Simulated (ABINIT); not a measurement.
One base run on SiC (P6_3mc, 12 atoms in the cell) and variants with one or two settings moved

```xyz
12
Lattice="3.0951 0.0000 0.0000 -1.5475 2.6804 0.0000 0.0000 0.0000 15.1887" Properties=species:S:1:pos:R:3 pbc="T T T"
Si     0.0000     1.7869    12.6520
Si     1.5475     0.8935     5.0577
Si     1.5475     0.8935    10.1232
Si     0.0000     1.7869     2.5289
Si     0.0000     0.0000     7.5902
Si     0.0000     0.0000    15.1846
C      0.0000     0.0000    13.2805
C      0.0000     0.0000     5.6862
C      0.0000     1.7869    10.7536
C      1.5475     0.8935     3.1592
C      1.5475     0.8935     8.2250
C      0.0000     1.7869     0.6306
```

Base run A: PBE, norm-conserving pseudopotentials (PseudoDojo nc-sr-05 PBE standard) (ABINIT 10.0.3), self-consistent single point.

Its settings: pseudos = [Si.upf, C.upf]; ecut = 1116 eV; occopt = 1; ngkpt = 5 5 1; nshiftk = 1; shiftk = 0.5 0.5 0.5; potentials = PseudoDojo nc-sr-05 PBE standard; nband = 28; kptopt = 1; nstep = 80; tolvrs = 1e-12.

The starting cell comes from a database of computed structures (which also holds hypothetical and non-ambient phases and stackings), without a prior relaxation at this level. Its lattice was rescaled by a random factor within 2.5 % of one. The shifted mesh does not hold Γ, so a gap read on it misses any band edge there.

ΔF is the free energy per atom less that of run A. A dash stands where there is no value to compare (another energy zero or no entropy term, no result, no spin, no clean gap, or a mesh too coarse for one). Total energies depend on the potentials, the functional and any Hubbard or dispersion term, so they are compared only between runs that share all of them.

Run A gave: pressure (GPa) -0.07; largest force (eV/Å) 0.016; gap on the mesh (eV) 2.267; k-points 9.

Runs:
- B: ecut: 1116 eV → 680 eV
- C: shiftk: 0.5 0.5 0.5 → 0 0 0.5
- D: lattice scaled by 1.015; ecut: 1116 eV → 680 eV
- E: potentials: PseudoDojo nc-sr-05 PBE standard → PseudoDojo nc-sr-04 LDA standard; ixc: default → 2 [LDA (Perdew-Zunger)]
- F: diemix: default → 0.8
- G: tolvrs: 1e-12 → default; toldfe: default → 1e-06 Ha
- H: diemac: default → 50; dielng: default → 0.5 bohr

Task: What does run B change against A?

Result: The free energy goes up by 87.5 meV/atom, the pressure goes from -0.07 to -5.31 GPa, the largest force moves little (0.016 to 0.017 eV/Å) and the gap on the mesh hardly changes (2.267 to 2.258 eV).

Task: What does run D change against A?

Result: The free energy rises by 100 meV/atom, the pressure goes from -0.07 to -13.70 GPa, the largest force goes from 0.016 to 0.008 eV/Å and the gap on the mesh goes from 2.267 to 2.254 eV.

```csv
run,ΔF (meV/atom),pressure (GPa),largest force (eV/Å),gap on the mesh (eV),k-points
A,0.00,-0.07,0.016,2.267,9
B,87.5,-5.31,0.017,2.258,9
C,11.6,-0.02,0.018,2.467,5
D,100.1,-13.70,0.008,2.254,9
E,–,-7.77,0.009,2.220,9
F,0.00,-0.07,0.016,2.267,9
G,0.00,-0.08,0.017,2.267,9
H,0.00,-0.07,0.016,2.267,9
```
